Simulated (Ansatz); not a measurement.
How a calculation on Cs4CdNi3F12 (R-3m, 20 atoms in the cell) responds to its settings

```yaml
crystal:
  lattice:
    - [3.14071, 1.81329, 10.11500]
    - [-3.14071, 1.81329, 10.11500]
    - [0.00000, -3.62658, 10.11500]
  atoms:
    - { symbol: Cd, position: [0.00000, 0.00000, 0.00000] }
    - { symbol: Ni, position: [0.50000, 0.50000, 0.50000], spin: 2.0 }
    - { symbol: Ni, position: [0.40900, 0.40900, 0.40900], spin: 2.0 }
    - { symbol: Ni, position: [0.59100, 0.59100, 0.59100], spin: 2.0 }
    - { symbol: Cs, position: [0.13130, 0.13130, 0.13130] }
    - { symbol: Cs, position: [0.86870, 0.86870, 0.86870] }
    - { symbol: Cs, position: [0.28240, 0.28240, 0.28240] }
    - { symbol: Cs, position: [0.71760, 0.71760, 0.71760] }
    - { symbol: F, position: [0.59960, 0.16910, 0.59960] }
    - { symbol: F, position: [0.59960, 0.59960, 0.16910] }
    - { symbol: F, position: [0.16910, 0.59960, 0.59960] }
    - { symbol: F, position: [0.40040, 0.83090, 0.40040] }
    - { symbol: F, position: [0.83090, 0.40040, 0.40040] }
    - { symbol: F, position: [0.40040, 0.40040, 0.83090] }
    - { symbol: F, position: [0.78890, 0.30080, 0.78890] }
    - { symbol: F, position: [0.78890, 0.78890, 0.30080] }
    - { symbol: F, position: [0.30080, 0.78890, 0.78890] }
    - { symbol: F, position: [0.21110, 0.69920, 0.21110] }
    - { symbol: F, position: [0.69920, 0.21110, 0.21110] }
    - { symbol: F, position: [0.21110, 0.21110, 0.69920] }
```
(The spins are starting values, not results.)

Base run A: PBEsol, default PAW files made with PBE (Ansatz, a first-principles code), self-consistent single point.

Its settings: basis.ecutwfc = 420 eV; kpoints.mp_grid.grid = 4 4 4; kpoints.mp_grid.shift = 0.5 0.5 0.5; hamiltonian.xc = pbesol; hamiltonian.pseudopotentials = {kind: paw} (the program's default PAW files); magnetization.spin_polarized = true; scf.occupations.method = cold; scf.occupations.width = 0.1 eV.

The starting cell comes from a database of published, mostly measured structures (it also holds non-ambient and calculated ones), without a prior relaxation at this level. Its lattice was rescaled by a random factor within 2.5 % of one. The magnetic order is the one reached from the typed start; others were not searched systematically. In the base run, with a pressure of about -4 GPa the cell is away from its equilibrium volume at this level. Ansatz's pressure includes its estimate of the finite-basis (Pulay) stress. The shifted mesh does not hold Γ, so a gap read on it misses any band edge there.

ΔF is the free energy per atom less that of run A. 

The first pressure column holds Ansatz's estimate of the finite-basis (Pulay) stress, which hides part of the cutoff error; the other is without it.

In some runs the Pulay estimate is large (up to 110 GPa), a sign of a cutoff far from converged.

```csv
run,change,ΔF (meV/atom),pressure (GPa),largest force (eV/Å),gap on the mesh (eV),size of the net moment (μB/atom),pressure at a fixed set of plane waves (GPa)
A,base,0.00,-3.55,0.701,1.115,0.30,-4.03
B,lattice scaled by 0.97,-8.4,2.29,0.820,1.208,0.30,1.78
C,lattice scaled by 0.97; basis.ecutwfc: 420 eV → 250 eV,2134.0,-0.95,1.056,1.102,0.30,-108.14
D,lattice scaled by 0.985,-11.2,-0.98,0.757,1.159,0.30,-1.48
E,lattice scaled by 0.985; basis.ecutwfc: 420 eV → 250 eV,2153.0,-3.84,1.014,1.028,0.30,-107.16
F,lattice scaled by 1.015,22.6,-5.54,0.871,1.076,0.30,-5.99
G,lattice scaled by 1.015; basis.ecutwfc: 420 eV → 250 eV,2201.6,-7.04,1.234,0.968,0.30,-102.92
H,lattice scaled by 1.03,54.7,-7.06,1.063,1.040,0.30,-7.49
I,lattice scaled by 1.03; basis.ecutwfc: 420 eV → 250 eV,2232.2,-7.94,1.349,0.947,0.30,-100.11
J,basis.ecutwfc: 420 eV → 250 eV,2163.1,-5.43,1.059,0.976,0.30,-104.88
```

Run B against A: The free energy drops by 8.4 meV/atom, the pressure goes from -3.55 to 2.29 GPa, the largest force goes from 0.701 to 0.820 eV/Å, the gap on the mesh goes from 1.115 to 1.208 eV and the size of the net moment stays at 0.30 μB/atom.

Run J against A: The free energy goes up by 2.16 eV/atom, the pressure goes from -3.55 to -5.43 GPa, the largest force goes from 0.701 to 1.059 eV/Å, the gap on the mesh goes from 1.115 to 0.976 eV and the size of the net moment stays at 0.30 μB/atom.

Run D against A: The free energy drops by 11.2 meV/atom, the pressure goes from -3.55 to -0.98 GPa, the largest force goes from 0.701 to 0.757 eV/Å, the gap on the mesh goes from 1.115 to 1.159 eV and the size of the net moment stays at 0.30 μB/atom.

Keys are those of Ansatz 0.2.
